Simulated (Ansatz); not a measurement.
**Bulk modulus of ScTi3N (model structure, started from the Ni3MgC type, Pm-3m, No. 221, 5 atoms in the cell) at several levels of theory**

No measured value is used here.

| level (code) | value (GPa) | cell (Å³/atom) |
|---|---|---|
| LDA (Ansatz) | 156 | 14.32 |
| PBE (Ansatz) | 135 | 15.32 |
| PBEsol (Ansatz) | 146 | 14.79 |
| r²SCAN (Ansatz) | 141 | 15.25 |

Spin-polarised start: LDA, PBE, PBEsol, r²SCAN. LDA, PBE, PBEsol, r²SCAN: the starting moments vanished in the run, and other orders were not tried. LDA, PBE, PBEsol, r²SCAN: the bulk modulus is −V dP/dV from two relaxed cells at ±2 % in volume. Each level is taken at its own relaxed cell. Cutoffs differ between the levels. Ansatz's density-functional and Hartree–Fock values are scalar-relativistic unless marked +SOC, with PAW data made under PBE.

A model structure was made by putting elements into a prototype or built by hand; it is no filed structure, need not be a known phase, and can be a saddle point held by its symmetry.

Ansatz is a quantum-chemistry and plane-wave program.
